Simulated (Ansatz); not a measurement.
Take NaF in the rock salt structure (space group Fm-3m, No. 225; a = 4.6291 Å) as the base.

Calculations: PBEsol (Ansatz, a program for electronic structure), scalar-relativistic without spin-orbit coupling.

Strains are applied to the cell and any free atomic positions relax.

One change was made to it. Results:

| quantity | base | after |
|---|---|---|
| energy relative to the base (free energy F) | 0 meV/atom | +12 meV/atom |
| mean gap deformation potential ΔEg/Δln V | – | -5.5 eV |
| electron mass | 0.56 mₑ (at Γ) | 0.56 mₑ (at Γ) |

Problem. Which of these changes matches the shifts?
A) isotropic strain −2.50 %
B) isotropic strain −0.50 %
C) isotropic strain +2.00 %
D) isotropic strain +2.50 %
E) isotropic strain +3.00 %

Solution. A, isotropic strain −2.50 %. For comparison, the energy relative to the base in the other runs: isotropic strain −0.50 % gives +0.5 meV/atom; isotropic strain +2.00 % gives +6.3 meV/atom; isotropic strain +3.00 % gives +14 meV/atom; isotropic strain +2.50 % gives +9.7 meV/atom.

Effective masses come from finite differences of ±0.01 Å⁻¹. Whether these cells are dynamically stable was not tested.
